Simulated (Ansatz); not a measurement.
AlPd (model structure, Fm-3m, No. 225, 2 atoms in the cell), treated with r²SCAN (Ansatz, a program for electronic structure, PAW).

Input file:

Ansatz 0.2 input:
```yaml
crystal:
  lattice:
    - [0.0, 2.5270838143, 2.5270838143]
    - [2.5270838143, 0.0, 2.5270838143]
    - [2.5270838143, 2.5270838143, 0.0]
  atoms:
    - { symbol: Pd, position: [0.0, 0.0, 0.0] }
    - { symbol: Al, position: [0.5, 0.5, 0.5] }
basis:
  ecutwfc: 560
  ecutrho_ratio: 4
  xc_grid: 3
kpoints:
  mp_grid: { grid: [20, 20, 20] }
hamiltonian:
  xc: r2scan
  dispersion: none
  pseudopotentials: { kind: paw }
scf:
  occupations: { method: fermi_dirac, width: 0.05 }
output:
  forces: true
  stress: true
  eigenvalues: true
relax:
  f_tol: 0.004
  escape_saddle: false
  max_steps: 80
```

From the output:

```
WARN output.stress: scf.convergence.dr2_threshold = 1e-7 eV (the SCF's general default) is looser than the 2e-10 eV advised for a printed stress (1e-10 eV for …
Relaxation: its limit of steps is 80 (relax.max_steps)
Crystal: 2 atoms, lattice volume = 32.277 Å³
Basis set: ecut = 560 eV, 941 PW (Γ), exchange–correlation on 90×90×90 points (27 copies of the dense FFT grid, shifted against one another)
Bands: 15, of which v1, the nominal top of the filled ones, is band 11 counted from 1 (10 counted from 0)
Symmetry: 48 space group operations
Space group: Fm-3m (ITA 225), of the structure as read, at distance tolerance 3.2e-5 Å
k-points: 256 of 8000
Functional: x = r2scan, c = r2scan; τ floored in thin density (d = 2e-4 eV/Å³)
SCF iter   1: F=—  HF=-7526.882152 eV  |F-HF|=—  |Δ(HF+E_count)|=         —  Δρ=1.01e-2  dr2=3.01e-2  dr2_τ=2.12e-2
SCF iter   2: F=—  HF=-7526.909626 eV  |F-HF|=—  |Δ(HF+E_count)|=   2.75e-2  Δρ=5.40e-3  dr2=6.57e-3  dr2_τ=3.29e-4
  ...
SCF 1 converged in 7 iterations: F = -7526.907773 eV  dr2 = 2.62e-8
relax step   1: F+E_penalty+E_count = -7526.90777316 eV  Δ(F+E_penalty+E_count) = +0.000e0 eV  max|allowed force component| = 6.040e-31 eV/Å  Δτ_max = 0.0000 Å  (7 SCF iters, accepted)
Crystal: 2 atoms, lattice volume = 32.277 Å³
Initial density: handed on by an earlier stage of this run
SCF iter   1: F=—  HF=-7526.907773 eV  |F-HF|=—  |Δ(HF+E_count)|=         —  Δρ=8.95e-6  dr2=2.62e-8  dr2_τ=2.62e-10
SCF iter   2: F=-7526.907773 eV  HF=-7526.907773 eV  |F-HF|=4.14e-8  |Δ(HF+E_count)|=   3.70e-8  Δρ=6.81e-6  dr2=1.57e-8  dr2_τ=1.10e-10
SCF 2 converged in 2 iterations: F = -7526.907773 eV  dr2 = 1.57e-8
SCF converged after 2 iterations
Free energy (F): -7526.907773 eV
Internal energy: -7526.902353 eV  (E = F + TS)
E sigma→0 (E₀):  -7526.905063 eV
Fermi energy:    13.275940 eV
--- Forces (eV/Å), atoms counted from 1 ---
  atom   1  Pd     0.00000000    -0.00000000    -0.00000000
  atom   2  Al    -0.00000000    -0.00000000    -0.00000000
--- Stress (GPa, compression-positive) ---
        2.517618       0.000000      -0.000000
        0.000000       2.517618      -0.000000
        0.000000      -0.000000       2.517618
  P = ⅓ Tr σ = 2.5176 GPa (25.176 kbar)
```

The cell is one volume of an energy–volume scan, off the minimum.

The PAW data were made under PBE.

Note: the relaxation could raise the start's symmetry but not lower it, so the cell can be a saddle point.

The result took very roughly 26 core-seconds.

A model structure was made by putting elements into a prototype or built by hand; it is no filed structure, need not be a known phase, and can be a saddle point held by its symmetry.
